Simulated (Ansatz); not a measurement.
The parent structure is Ba in the diamond structure (space group Fd-3m, No. 227; a = 7.4043 Å; a hypothetical phase, not in the database extracts checked).

All numbers come from PBEsol, PAW, 420 eV (Ansatz, a first-principles code; no spin-orbit coupling).

One change was made to it. Results:

| quantity | base | after |
|---|---|---|
| volume per atom | 50.74 Å³ | 39.99 Å³ |
| band gap | zero | zero |

Problem. What was done to the base?
A. pressure −1 GPa
B. pressure 7.5 GPa
C. pressure 0.7 GPa

Solution. B, pressure 7.5 GPa. For comparison, the volume per atom in the other runs: pressure −1 GPa gives 56.01 Å³; pressure 0.7 GPa gives 48.62 Å³.

Load acts through the strain it causes; cell and atoms are relaxed under it. No phonon test of stability was made. No other phases were tried under pressure.
